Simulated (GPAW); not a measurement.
**GPAW run on Cu3Au (Pm-3m, 4 atoms in the cell): self-consistent single point**

Method of the run: PBE, GPAW PAW datasets PBE (gpaw-data 1.0.1) (plane waves; GPAW).

The input file:

```python
from ase import Atoms
from ase.units import GPa
from gpaw import GPAW

atoms = Atoms(['Cu', 'Cu', 'Cu', 'Au'],
              cell=[[3.807109, 0.000000, 0.000000],
                    [0.000000, 3.807109, 0.000000],
                    [0.000000, 0.000000, 3.807109]],
              scaled_positions=[[0.000000, 0.500000, 0.500000],
                                [0.500000, 0.000000, 0.500000],
                                [0.500000, 0.500000, 0.000000],
                                [0.000000, 0.000000, 0.000000]],
              pbc=True)

calc = GPAW(mode={'name': 'pw', 'ecut': 800},
            xc='PBE',
            kpts=(9, 9, 9),
            occupations={'name': 'methfessel-paxton', 'width': 0.272, 'order': 0},
            nbands=-8,
            convergence={'forces': 0.001},
            symmetry={'symmorphic': False, 'tolerance': 0.0005},
            maxiter=150,
            txt='-')

atoms.calc = calc

energy = atoms.get_potential_energy()
print('Energy (eV):', round(energy, 6))
forces = atoms.get_forces()
print('Forces (eV/Ang):')
print(forces.round(5))
stress = atoms.get_stress()
print('Stress (GPa, Voigt):', (stress / GPa).round(4))
```

Output (repeated stretches shortened):

```
Input parameters:
  convergence: {forces: 0.001}
  kpts: [9 9 9]
  maxiter: 150
  mode: {ecut: 800,
         name: pw}
  nbands: -8
  occupations: {name: methfessel-paxton,
                order: 0,
                width: 0.272}
  symmetry: {symmorphic: False,
             tolerance: 0.0005}
  xc: PBE

species:
  Cu:
    name: Copper
    Z: 29.0
    valence: 11
    core: 18
    charge: 0.0
    file: Cu.PBE.gz

    # Using partial waves for Cu as LCAO basis

  Au:
    name: Gold
    Z: 79.0
    valence: 11
    core: 68
    charge: 0.0
    file: Au.PBE.gz

    # Using partial waves for Au as LCAO basis

Reference energy: -651662.626633  # eV

Spin-paired calculation

Convergence criteria:
 Maximum [total energy] change in last 3 cyles: 0.0005 eV / valence electron
 Maximum integral of absolute [dens]ity change: 0.0001 electrons / valence electron
 Maximum integral of absolute [eigenst]ate change: 4e-08 eV^2 / valence electron
 Maximum change in the atomic [forces] across last 2 cycles: 0.001 eV/Ang OR
Maximum error relative to the maximum force is below inf
 Maximum number of scf [iter]ations: 150

Symmetries present (total): 48
Symmetries with fractional translations: 0
729 k-points: 9 x 9 x 9 Monkhorst-Pack grid
35 k-points in the irreducible part of the Brillouin zone
       k-points in crystal coordinates                weights
   0:     0.00000000    0.00000000    0.00000000          1/729
   1:     0.11111111    0.00000000    0.00000000          6/729
   2:     0.11111111    0.11111111    0.00000000         12/729
   [... 7 lines left out ...]
          ...
  34:     0.44444444    0.44444444    0.44444444          8/729

Wave functions: Plane wave expansion
  Cutoff energy: 800.000 eV
  Number of coefficients (min, max): 2817, 2897
  Pulay-stress correction: 0.000000 eV/Ang^3 (de/decut=0.000000)

Occupation numbers: Methfessel-Paxton:
  width: 0.2720  # eV
  order: 0

Eigensolver

Densities:
  Coarse grid: 25*25*25 grid
  Fine grid: 50*50*50 grid
  Total Charge: 0.000000

Density mixing:
  Method: separate
  Backend: pulay
  Linear mixing parameter: 0.05
  old densities: 5
  Damping of long wavelength oscillations: 50

Hamiltonian:
  XC and Coulomb potentials evaluated on a 50*50*50 grid
  External potential:
    NoExternalPotential

XC parameters: PBE with 2 nearest neighbor stencil

Number of atoms: 4
Number of atomic orbitals: 36
Number of bands in calculation: 30
Number of valence electrons: 44
Bands to converge: occupied

Density initialized from atomic densities
  30 bands from LCAO basis set

Atomic positions and initial magnetic moments

Positions:
   0 Cu     0.000000    1.903555    1.903555    ( 0.0000,  0.0000,  0.0000)
   1 Cu     1.903555    0.000000    1.903555    ( 0.0000,  0.0000,  0.0000)
   2 Cu     1.903555    1.903555    0.000000    ( 0.0000,  0.0000,  0.0000)
   3 Au     0.000000    0.000000    0.000000    ( 0.0000,  0.0000,  0.0000)

Unit cell:
           periodic     x           y           z      points  spacing
  1. axis:    yes    3.807109    0.000000    0.000000    25     0.1523
  2. axis:    yes    0.000000    3.807109    0.000000    25     0.1523
  3. axis:    yes    0.000000    0.000000    3.807109    25     0.1523

  Lengths:   3.807109   3.807109   3.807109
  Angles:   90.000000  90.000000  90.000000

Effective grid spacing dv^(1/3) = 0.1523

     iter     time        total  log10-change:
                         energy   eigst   dens  force
iter:   1 --:--:--   -17.160661
iter:   2 --:--:--   -16.272235   -1.82  -1.24
iter:   3 --:--:--   -14.824466   -0.70  -1.30
iter:   4 --:--:--   -14.585339   -2.31  -1.83
iter:   5 --:--:--   -14.796155   -1.47  -1.83
iter:   6 --:--:--   -15.418614   -0.97  -2.03
iter:   7 --:--:--   -14.526051   -1.58  -1.53
iter:   8 --:--:--   -14.475154   -2.35  -2.14
iter:   9 --:--:--   -14.471858   -3.53  -2.69
iter:  10 --:--:--   -14.470343c  -3.93  -3.04
iter:  11 --:--:--   -14.470853c  -3.87  -3.16
iter:  12 --:--:--   -14.470053c  -4.58  -3.23
iter:  13 --:--:--   -14.470062c  -6.45  -3.75
iter:  14 --:--:--   -14.470082c  -7.04  -3.77
iter:  15 --:--:--   -14.470023c  -6.13  -3.82
iter:  16 --:--:--   -14.469992c  -6.39  -3.96
iter:  17 --:--:--   -14.469965c  -6.17  -4.03c
iter:  18 --:--:--   -14.469959c  -6.67  -4.22c
iter:  19 --:--:--   -14.469961c  -6.46  -4.35c
iter:  20 --:--:--   -14.469961c  -7.80c -4.77c
iter:  21 --:--:--   -14.469961c  -8.36c -4.86c -28.82c

Converged after 21 iterations.

Dipole moment: (-0.000000, -0.000000, -0.000000) |e|*Ang

Energy contributions relative to reference atoms: (reference = -651662.626633)

Kinetic:        -49.859588
Potential:      +39.174777
External:        +0.000000
XC:              -4.217186
Entropy (-ST):   -0.036108
Local:           +0.450089
SIC:             +0.000000
--------------------------
Free energy:    -14.488015
Extrapolated:   -14.469961

Showing only first 2 kpts
 Kpt  Band  Eigenvalues  Occupancy
  0    20      6.72284    2.00000
  0    21      9.42669    0.00000
  0    22      9.42669    0.00000
  0    23      9.42669    0.00000

  1    20      6.72287    2.00000
  1    21      8.59200    0.00947
  1    22      9.84017    0.00000
  1    23      9.84017    0.00000

Fermi level: 8.09295

No gap
No difference between direct/indirect transitions
Energy (eV): -14.469961

Forces in eV/Ang:
  0 Cu   -0.00000    0.00000    0.00000
  1 Cu    0.00000    0.00000    0.00000
  2 Cu    0.00000    0.00000   -0.00000
  3 Au   -0.00000    0.00000    0.00000

Stress tensor:
     0.011267     0.000000     0.000000
     0.000000     0.011267     0.000000
     0.000000     0.000000     0.011267
Stress (GPa, Voigt): [1.8052 1.8052 1.8052 0.     0.     0.    ]
```

The run converged in 21 iterations. GPAW prints stress with tension positive.

The starting cell comes from a database of computed structures (which also holds hypothetical and non-ambient phases and stackings), without a prior relaxation at this level. Its lattice was rescaled by a random factor within 2.5 % of one. Spin-orbit coupling is off. Spin polarisation is off.

Cost on one core of a shared machine: roughly 80 s.
